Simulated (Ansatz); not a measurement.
The starting structures come from a database of crystals and need not be the phases stable at ambient conditions.

 Where the default PAW files enter, the runs use the earlier of Ansatz's two default sets.

Consider the following.

```yaml
crystal:
  lattice:
    - [5.64560, 0.00000, 0.00000]
    - [-2.47793, 5.07273, 0.00000]
    - [0.00000, 0.00000, 6.54723]
  atoms:
    - { symbol: Na, position: [0.50000, 0.50000, 0.00000] }
    - { symbol: Na, position: [0.50000, 0.50000, 0.50000] }
    - { symbol: Hg, position: [0.18813, 0.81187, 0.25000] }
    - { symbol: Hg, position: [0.81187, 0.18813, 0.75000] }
    - { symbol: P, position: [0.86077, 0.13923, 0.25000] }
    - { symbol: P, position: [0.13923, 0.86077, 0.75000] }
    - { symbol: O, position: [0.26011, 0.16527, 0.75000] }
    - { symbol: O, position: [0.73989, 0.83473, 0.25000] }
    - { symbol: O, position: [0.16527, 0.26011, 0.25000] }
    - { symbol: O, position: [0.83473, 0.73989, 0.75000] }
    - { symbol: O, position: [0.24545, 0.75455, 0.93454] }
    - { symbol: O, position: [0.75455, 0.24545, 0.06546] }
    - { symbol: O, position: [0.75455, 0.24545, 0.43454] }
    - { symbol: O, position: [0.24545, 0.75455, 0.56546] }
```

Space group of this cell: Cmcm. The cell is taken as given; by r2SCAN its mean pressure is -5.3 GPa.

Transport runs along the normal of the first two printed cell vectors.

The gap is the functional's own. No spin-orbit coupling. Mid-gap values are interpolated on the energy grid.

Q: Compute, with r2SCAN in Ansatz (an electronic-structure program), the band gap and the smallest decay constant κ at mid-gap.

A: Gap 1.91 eV on a 6×6×6 mesh; κ = 0.187 1/Å, at the zone centre.
